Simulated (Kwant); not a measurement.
Model system: Aharonov-Bohm ring in a GaN two-dimensional gas. Effective mass 0.22 mₑ, grid spacing 12 nm, hard walls, nominal width 150 nm (13 grid rows, so walls 168 nm apart), one parabolic valley, scattering region 950 nm long along x; energies count from the band bottom; Fermi energy 0.000309 eV. Ring of mean radius 250 nm, arms as wide as the leads. Perpendicular field swept from 0 to 0.084 T, none in the leads; orbital effect alone.

Constants are typed, rounded textbook-type inputs, not results; the design itself was drawn at random and stands for no fabricated device.

Computed with Kwant: effective-mass tight-binding model on a square grid, one spin, coherent transport at 0 K. Conductance is in e²/h.

Density of the scattering states that come in from the left lead, at field = 0.042472 T, in bins, relative to the largest site value (x marks bins outside the device):

```
|xxxxxxxxxxxxxxxx     ...    xxxxxxxxxxxxxxxx|
|xxxxxxxxxxxxxx ... .........  xxxxxxxxxxxxxx|
|xxxxxxxxxxx ..--:.         .:.   xxxxxxxxxxx|
|xxxxxxxxxx .-=-.    .:--:   ..::. xxxxxxxxxx|
|xxxxxxxxx  ::. .::. ..:::..   .:-. xxxxxxxxx|
|xxxxxxxxx    .-+-.  xxxx   ...  :: xxxxxxxxx|
|xxxxxxx      :-:.xxxxxxxxxx .-:. .   xxxxxxx|
|xxxxxxx     ... xxxxxxxxxxxx .-:     xxxxxxx|
|.::--:..:. .:. xxxxxxxxxxxxxx .:.  .........|
|+*#%@#--=- --.xxxxxxxxxxxxxxxx ..  .:--=====|
|=*-=#*.:=- -=.xxxxxxxxxxxxxxxx  .   ...:::::|
|-=:=#*:-+- :- xxxxxxxxxxxxxxxx    ..::.... .|
|-==#@#-=*=.-- xxxxxxxxxxxxxxxx ...:-----::::|
|..::-:.:==:::. xxxxxxxxxxxxxx .:::::........|
|xxxxxxx ....::. xxxxxxxxxxxx :=-...  xxxxxxx|
|xxxxxxx    .-=+-.xxxxxxxxxx :=+-..   xxxxxxx|
|xxxxxxxxx   .:=+-.  xxxx   .:::.:. xxxxxxxxx|
|xxxxxxxxx  .:::::.. .:--:.  ..:::  xxxxxxxxx|
|xxxxxxxxxx .+#*-  ..-+*+-.  :++=. xxxxxxxxxx|
|xxxxxxxxxxx :-++=-:..::..:--==:. xxxxxxxxxxx|
|xxxxxxxxxxxxxx .---:...::--:. xxxxxxxxxxxxxx|
|xxxxxxxxxxxxxxxx      ...   xxxxxxxxxxxxxxxx|
```
Scale: ten equal steps from 0.006 (start of ' ') to 0.925 (end of '@'), in the order ' .:-=+*#%@'; x runs from -457 to 457, y from -309 (bottom) to 309 (top).

The conductance there is 1.25 e²/h with 2 open channel(s) in the leads.
